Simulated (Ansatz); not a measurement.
Abridged Ansatz (an electronic-structure program) output:

```
Relaxation: its limit of steps is 50 (relax.max_steps)
Pseudopotential: Mo, paw, valence charge 14
Pseudopotential: S, paw, valence charge 6
Crystal: 3 atoms, lattice volume = 50.750 Å³
Basis set: ecut = 500 eV, 1301 PW (Γ), exchange–correlation on 96×96×192 points (64 copies of the dense FFT grid, shifted against one another)
Bands: 17, of which v1, the nominal top of the filled ones, is band 13 counted from 1 (12 counted from 0)
Symmetry: 6 space group operations
k-points: 189 of 1728 (time reversal used)
Functional: x = r2scan, c = r2scan + rvv10(b = 11.95, C = 0.0093); τ floored in thin density (d = 2e-4 eV/Å³)
SCF iter   1: F=—  HF=-6779.996875 eV  |F-HF|=—  |Δ(HF+E_count)|=         —  Δρ=5.99e-2  dr2=2.36e0  dr2_τ=1.12e-1  ethr=3.10e-3  ⟨swp⟩=6.7  Hψ=19893  notcnv=0
SCF iter   2: F=—  HF=-6779.420735 eV  |F-HF|=—  |Δ(HF+E_count)|=   5.76e-1  Δρ=2.22e-2  dr2=1.22e-1  dr2_τ=6.59e-2  ethr=3.10e-3  ⟨swp⟩=3.0  Hψ=8437  notcnv=0
SCF 1 converged in 9 iterations: F = -6779.439448 eV  dr2 = 4.68e-8
relax step   1: F+E_penalty+E_count = -6779.43944826 eV  Δ(F+E_penalty+E_count) = +0.000e0 eV  max|allowed force component| = 2.759e-1 eV/Å  Δτ_max = 0.0000 Å  P = +10.709 GPa  Ω = 50.750 Å³  fix = [a, b, gamma]  reactions: a +14.670, b +14.670 GPa  (9 SCF iters, dr2 threshold 1.00e-7 eV, accepted)
[... steps on the carried basis left out ...]
relax step   4: F+E_penalty+E_count = -6779.44306899 eV  Δ(F+E_penalty+E_count) = -1.672e-6 eV  max|allowed force component| = 3.314e-4 eV/Å  Δτ_max = 0.0002 Å  P = +9.083 GPa  Ω = 50.971 Å³  energy of the carried Pulay correction = -3.728e-5 eV  fix = [a, b, gamma]  reactions: a +13.624, b +13.624 GPa  (6 SCF iters, dr2 threshold 8.48e-10 eV, accepted)
Crystal: 3 atoms, lattice volume = 50.971 Å³
Basis set: ecut = 500 eV, 1325 PW (Γ), exchange–correlation on 96×96×200 points (64 copies of the dense FFT grid, shifted against one another)
SCF iter   1: F=—  HF=-6779.443106 eV  |F-HF|=—  |Δ(HF+E_count)|=         —  Δρ=8.96e-6  dr2=1.40e-8  dr2_τ=2.49e-8  ethr=1.51e-6  ⟨swp⟩=3.1  Hψ=28395  notcnv=0
SCF iter   2: F=—  HF=-6779.443106 eV  |F-HF|=—  |Δ(HF+E_count)|=   2.23e-7  Δρ=5.59e-6  dr2=2.89e-8  dr2_τ=3.09e-9  ethr=5.40e-11  ⟨swp⟩=4.8  Hψ=9581  notcnv=0
SCF 5 converged in 9 iterations: F = -6779.443106 eV  dr2 = 2.54e-13
SCF converged after 9 iterations
Free energy (F): -6779.443106 eV
Internal energy: -6779.443106 eV  (E = F + TS)
E sigma→0 (E₀):  -6779.443106 eV
Entropy (-TS):   -0.000000 eV (-0.000 meV/atom)
Fermi energy:    11.738993 eV
--- Forces (eV/Å), atoms counted from 1 ---
  atom   1  Mo     0.00000000     0.00000000    -0.00010721
  atom   2  S     -0.00000000     0.00000000    -0.00021822
  atom   3  S     -0.00000000    -0.00000000     0.00031954
--- Stress (GPa, compression-positive) ---
       13.623651       0.000000       0.000000
        0.000000      13.623651       0.000000
        0.000000       0.000000       0.001767
  P = ⅓ Tr σ = 9.0830 GPa (90.830 kbar)
--- Relaxed structure (4 steps of the walk, 4 accepted, 1 SCFs on fresh bases) ---
  cell:  # Å, volume = 50.9713 Å³
    - [3.0442527802031147, -1.060600161723761e-30, 4.023892921685845e-19]
    - [1.5221263901015574, 2.6364002431973024, 6.948908747998424e-12]
    - [1.5221263901015574, -0.8788000810825068, 6.350876900900137]
  atoms:
    - { symbol: Mo, position: [0.9999940638819202, 2.9680590397866333e-6, 8.9041771193599e-6] }
    - { symbol: S, position: [0.49873895641414223, 0.7506305217929289, 0.25189156537878665] }
    - { symbol: S, position: [0.8346669795039374, 0.5826665102480313, 0.7479995307440941] }
```

**Question.** What was computed, and what are the main results?

**Answer.** MoS2, 3 atoms in the cell, with r2SCAN+rVV10 (Ansatz; PAW; 500 eV plane waves; spin-orbit coupling left out), earlier PAW set. The last SCF converged to F = -6779.443106 eV, or -2259.8144 eV per atom, at a pressure of 9.08 GPa. The total energy compares only with runs of the same code, potentials and settings.

The cells carry an imposed strain or load. Whether these cells are dynamically stable was not tested. The cell was made from MoS₂ in the 3R-MoS2 type structure (space group R3m, No. 160; layered, stacked along the Cartesian z axis) by this change: biaxial strain −4.13 %, plane normal [001], relaxed out of plane.

Keys are those of Ansatz 0.2.
